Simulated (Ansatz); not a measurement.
TaRu (P4/mmm, No. 123, 2 atoms in the cell; start mp-1217908)

The numbers are results of PBEsol in Ansatz (PAW), not measurements.

Settings: plane-wave cutoff 520 eV, 20×20×14 k mesh (along the axes of the cell as run), Fermi–Dirac smearing 0.05 eV, no spin polarisation, scalar-relativistic PAW data made under PBE.

Cell (relaxed at this level):

```cif
data_RuTa
_chemical_formula_sum 'Ta1 Ru1'
_space_group_name_H-M_alt 'P 1'
_space_group_IT_number 1
_cell_length_a 3.02525
_cell_length_b 3.02525
_cell_length_c 3.38414
_cell_angle_alpha 90.000
_cell_angle_beta 90.000
_cell_angle_gamma 90.004
loop_
_space_group_symop_operation_xyz
  'x, y, z'
loop_
_atom_site_label
_atom_site_type_symbol
_atom_site_fract_x
_atom_site_fract_y
_atom_site_fract_z
_atom_site_occupancy
Ta1 Ta 0.50000 0.50000 0.50000 1
Ru1 Ru 0.00000 0.00000 0.00000 1
```

```json
{
 "bulk modulus B0": "275 GPa"
}
```

Note: the run has no spin polarisation, so it can have missed a magnetic state; the bulk modulus is −V dP/dV from two relaxed cells at ±2 % in volume; the relaxation could not lower the start's symmetry, so the cell can be a saddle point above a distorted one.

Spin–orbit coupling is not included.

Static lattice: no zero-point or thermal effects.

Computing time: around 8 core-minutes (rough).

A start named mp-… is a Materials Project structure, which need not be a measured phase.

Ansatz is a first-principles code.
